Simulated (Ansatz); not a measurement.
Base system: La2O3 (space group P-3m1, No. 164; a = 3.906 Å, c = 6.040 Å). Axes: x lies along a and z along c of the hexagonal cell.

The change: uniaxial strain ε_zz = +4.61 %, all other strain components held at zero; the atoms relax in the strained cell.

Levels (all Ansatz, a quantum-chemistry and plane-wave program, PAW): PBEsol (420 eV, spin-orbit coupling left out); r2SCAN (500 eV, no spin-orbit coupling); HSE06 (420 eV, without spin-orbit coupling).

At the geometry relaxed with PBEsol, these levels gave the following band gaps, in shuffled order: (a) 5.34 eV, (b) 4.28 eV, (c) 3.78 eV.

Match each gap to its level.

(a) HSE06; (b) r2SCAN; (c) PBEsol.

Single points use the geometry relaxed with PBEsol. HSE06 gaps are upper bounds (no full band path). Stability against distortions was not tested.
